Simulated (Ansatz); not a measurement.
## Input and output of a self-consistent single point for AgSb (I4_1md, 4 atoms in the cell) (Ansatz)

Method: PBE (plane waves, PAW; Ansatz, a program for electronic structure).

This input was run:

Ansatz 0.2 input:
```yaml
# AgSb
crystal:
  lattice:
    - [-1.868526, 1.868526, 6.325907]
    - [1.868526, -1.868526, 6.325907]
    - [1.868526, 1.868526, -6.325907]
  atoms:
    - { symbol: Ag, position: [0.750000, 0.750000, 0.000000] }
    - { symbol: Ag, position: [0.500000, 0.000000, 0.500000] }
    - { symbol: Sb, position: [0.166000, 0.166000, 0.000000] }
    - { symbol: Sb, position: [0.916000, 0.416000, 0.500000] }
kpoints:
  mp_grid:
    grid: [6, 6, 6]
hamiltonian:
  xc: pbe
  pseudopotentials:
    kind: paw
scf:
  occupations:
    method: gaussian
    width: 0.1 eV
output:
  forces: true
  eigenvalues: true
  stress: true
```

Output, abridged:

```
WARN basis.ecutwfc = 420 eV, the default
WARN ansatz: RAYON_NUM_THREADS=1 ignored (pool sized by the plan → 1); use --threads N
basis.fft_grid_basis auto: the FFT boxes are laid along the combinations [[1, 0, 1], [0, 1, 1], [0, 0, 1]] of the cell's own vectors, 3.737, 3.737 and 6.856 Å …
Pseudopotentials: kind: paw
Pseudopotential: Ag, paw, valence charge 19
Pseudopotential: Sb, paw, valence charge 15
Crystal: 4 atoms, lattice volume = 88.345 Å³
Basis set: ecut = 420 eV, 1721 PW (Γ), FFT grids on a1+a3, a2+a3, a3, exchange–correlation on 50×50×96 points (8 copies of the dense FFT grid, shifted against one another)
Bands: 41, of which v1, the nominal top of the filled ones, is band 34 counted from 1 (33 counted from 0)
Symmetry: 8 space group operations
Space group: I41md (ITA 109), of the structure as read, at distance tolerance 4.5e-5 Å
k-points: 30 of 216 (time reversal used)
Initial density: superposition of atomic densities (neutral atoms: chi_scale 0, normalization atom), corrected by the library's trained network
Initial wavefunctions: pseudopotential atomic-orbital guess
Eigensolver: davidson
Functional: x = pbe(κ = 0.804, μ = 0.2195149727645171), c = pbe(β = 0.06672455060314922)
SCF iter   1: F=—  HF=-28149.027706 eV  |F-HF|=—  |Δ(HF+E_count)|=         —  Δρ=2.18e-3  dr2=4.05e-3  ethr=1.77e-3  ⟨swp⟩=7.0  Hψ=4942  notcnv=0  defer=5
all-band conjugate gradients solve this SCF's bands
preconditioner: auto → Kerker (q_TF=auto, 2.612 Å⁻¹)
SCF iter   2: F=—  HF=-28149.028219 eV  |F-HF|=—  |Δ(HF+E_count)|=   5.13e-4  Δρ=1.34e-3  dr2=1.64e-3  ethr=5.96e-6  ⟨swp⟩=2.0  Hψ=1926  notcnv=0  defer=7
SCF iter   3: F=—  HF=-28149.028292 eV  |F-HF|=—  |Δ(HF+E_count)|=   7.37e-5  Δρ=3.76e-4  dr2=1.90e-4  ethr=2.40e-6  ⟨swp⟩=2.0  Hψ=1645  notcnv=0  defer=7
SCF iter   4: F=—  HF=-28149.028256 eV  |F-HF|=—  |Δ(HF+E_count)|=   3.64e-5  Δρ=1.30e-4  dr2=1.57e-5  ethr=2.80e-7  ⟨swp⟩=2.0  Hψ=1632  notcnv=0  defer=7
SCF iter   5: F=—  HF=-28149.028268 eV  |F-HF|=—  |Δ(HF+E_count)|=   1.19e-5  Δρ=4.38e-5  dr2=3.17e-6  ethr=2.30e-8  ⟨swp⟩=2.1  Hψ=1660  notcnv=0  defer=7
SCF iter   6: F=—  HF=-28149.028268 eV  |F-HF|=—  |Δ(HF+E_count)|=   9.10e-8  Δρ=1.58e-5  dr2=2.10e-7  ethr=4.66e-9  ⟨swp⟩=2.2  Hψ=1760  notcnv=0  defer=7
SCF iter   7: F=-28149.028268 eV  HF=-28149.028268 eV  |F-HF|=9.78e-9  |Δ(HF+E_count)|=   4.85e-9  Δρ=5.02e-6  dr2=2.10e-8  ethr=1.47e-10  ⟨swp⟩=8.8  Hψ=4995  notcnv=0
SCF 1 converged in 7 iterations: F = -28149.028268 eV  dr2 = 2.10e-8
SCF converged after 7 iterations
Free energy (F): -28149.028268 eV
Harris-Foulkes:  -28149.028268 eV  (|F-HF|=9.78e-9)
Internal energy: -28149.020308 eV  (E = F + TS)
E sigma→0 (E₀):  -28149.024288 eV
Entropy (-TS):   -0.007960 eV (-1.990 meV/atom)
Fermi energy:    13.835848 eV
--- Per-component energies (eV) ---
  E_band       = -844.127714
  E_kinetic    = 1472.473673
  E_local      = -8107.665023  (includes V_loc(G=0)·N_el)
  E_nonlocal   = 884.099150
  E_hartree    = 3691.702549
  E_xc         = -648.635903
  E_vxc        = -665.071249  (∫ρ·V_xc dr)
  E_paw        = -16954.443530  (= ΣΔE_a)
  E_vpaw       = -1811.365247  (= ΣTr[D̂ρ^β])
  E_aug_tail   = 0.000616  (compensation charges beyond the density's cutoff)
  E_ewald      = -8486.551840
  E_smearing   = -0.007960  (= −TS)
  E_closure    = 0.000000  (closes the sum)
  Σ components = -28149.028268   (vs F -28149.028268, Δ=0.00e0)
--- Forces (eV/Å), atoms counted from 1 ---
  atom   1  Ag     0.00000000     0.00000000     0.00973704
  atom   2  Ag     0.00000000     0.00000000     0.00973704
  atom   3  Sb    -0.00000000     0.00000000    -0.00971972
  atom   4  Sb     0.00000000    -0.00000000    -0.00971972
  max |Σ_I F_I| component: 3.46e-5 eV/Å
--- Stress (GPa, compression-positive) ---
        9.275658       0.000000       0.000000
        0.000000       9.275658       0.000000
        0.000000       0.000000       6.500693
  P = ⅓ Tr σ = 8.3507 GPa (83.507 kbar)
  The stress holds the Pulay correction. Without it, at fixed plane waves, as pw.x and ABINIT print it: P = 8.2954 GPa
--- Band table (eV; the first three rows and the last of 30) ---
  k-point 0: bands = ["-78.6749", "-78.6747", "-42.2019", "-42.2019", "-42.1501", "-42.1445", "-42.1194", "-42.1194", "-15.3006", "-15.2953", "-15.2953", "-15.2931", "-15.2924", "-15.2888", "-15.2820", "-15.2789", "-15.2789", "-15.2781", "1.9760", [...]
  k-point 1: bands = ["-78.6748", "-78.6746", "-42.2027", "-42.2026", "-42.1496", "-42.1448", "-42.1201", "-42.1201", "-15.3008", "-15.2994", "-15.2942", "-15.2854", "-15.2840", "-15.2836", "-15.2830", "-15.2814", "-15.2799", "-15.2790", "2.4982", [...]
  k-point 2: bands = ["-78.6747", "-78.6746", "-42.2042", "-42.2041", "-42.1484", "-42.1456", "-42.1214", "-42.1214", "-15.3033", "-15.3021", "-15.2919", "-15.2893", "-15.2885", "-15.2874", "-15.2771", "-15.2755", "-15.2649", "-15.2643", "3.7435", [...]
  k-point 29: bands = ["-78.6748", "-78.6748", "-42.2019", "-42.2019", "-42.1473", "-42.1473", "-42.1194", "-42.1194", "-15.3009", "-15.3009", "-15.2987", "-15.2987", "-15.2865", "-15.2865", "-15.2800", "-15.2800", "-15.2754", "-15.2754", "2.7900", [...]
```

The run converged in 7 iterations.

The starting cell was generated: these elements placed on a structure prototype, without a prior relaxation; it need not be a known phase or ordering of this composition. Its lattice was rescaled by a random factor within 2.5 % of one. Spin-orbit coupling is off. With a pressure of about 8 GPa the cell is away from its equilibrium volume at this level. Ansatz's pressure includes its estimate of the finite-basis (Pulay) stress. The run gives no clean gap (levels at the Fermi energy touch, overlap or are partly filled at this smearing), which alone does not show that the compound is a metal.
